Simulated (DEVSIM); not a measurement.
Structure: Schottky contact on n-type GaN, at 300 K.

```csv
layer (left to right),material,thickness (μm),Nd (cm⁻³),τn (s),τp (s)
1,GaN,4.40,2e15,1e-9,1e-9
```

Left contact: Schottky, work function 5.56 eV, emission velocity 1.7e6 cm/s. Right contact: ohmic. Voltage is applied to the left contact. Recombination: SRH at mid-gap. Mobility is μmin + (μ − μmin)/(1 + (N/Nref)^α).

Constants are typed, rounded textbook-type inputs, not results; the design itself was drawn at random and stands for no fabricated device. Values at 300 K.

| parameter | GaN |
|---|---|
| gap (eV) | 3.43 |
| affinity (eV) | 4.1 |
| permittivity | 9.5 |
| Nc (cm⁻³) | 2.3e18 |
| Nv (cm⁻³) | 4.6e19 |
| μn (cm²/Vs) | 1200 |
| μp (cm²/Vs) | 100 |
| μn,min | 55 |
| μp,min | 3 |
| Nref,n | 2e17 |
| Nref,p | 3e17 |
| αn | 1 |
| αp | 2 |

DEVSIM, 1D drift-diffusion, Boltzmann statistics, complete ionisation; no tunnelling, impact ionisation, image-force lowering or self-heating. Metal contacts follow the ideal Schottky-Mott rule: no Fermi-level pinning, no interface dipoles.

Tabulate band edges, carrier densities and field at 1.15 V on the left contact.

Energies count from the Fermi level of the right contact; mesh points crowd at the junctions.

```csv
x (μm),Ec (eV),Ev (eV),n (cm⁻³),p (cm⁻³),field (V/cm)
0.000,0.310,-3.120,1.1e13,< 1e2,-8900
0.01207,0.299,-3.131,1.7e13,< 1e2,-8500
0.02800,0.286,-3.144,2.9e13,< 1e2,-7900
0.05399,0.267,-3.163,6.4e13,< 1e2,-6900
0.1080,0.235,-3.195,2.3e14,< 1e2,-5000
0.1738,0.209,-3.221,6.3e14,< 1e2,-3000
0.2723,0.189,-3.241,1.3e15,< 1e2,-1200
0.4769,0.180,-3.250,1.9e15,< 1e2,-100
0.6965,0.179,-3.251,2.0e15,< 1e2,≈ 0
1.055,0.180,-3.250,2.0e15,< 1e2,≈ 0
1.592,0.180,-3.250,2.0e15,< 1e2,≈ 0
2.607,0.181,-3.249,2.0e15,< 1e2,≈ 0
3.210,0.181,-3.249,2.0e15,< 1e2,≈ 0
3.580,0.182,-3.248,2.0e15,< 1e2,≈ 0
3.925,0.182,-3.248,2.0e15,< 1e2,≈ 0
4.091,0.182,-3.248,2.0e15,< 1e2,≈ 0
4.202,0.182,-3.248,2.0e15,< 1e2,≈ 0
4.276,0.182,-3.248,2.0e15,< 1e2,≈ 0
4.336,0.182,-3.248,2.0e15,< 1e2,≈ 0
4.363,0.182,-3.248,2.0e15,< 1e2,≈ 0
4.383,0.182,-3.248,2.0e15,< 1e2,≈ 0
4.400,0.182,-3.248,2.0e15,< 1e2,≈ 0
```
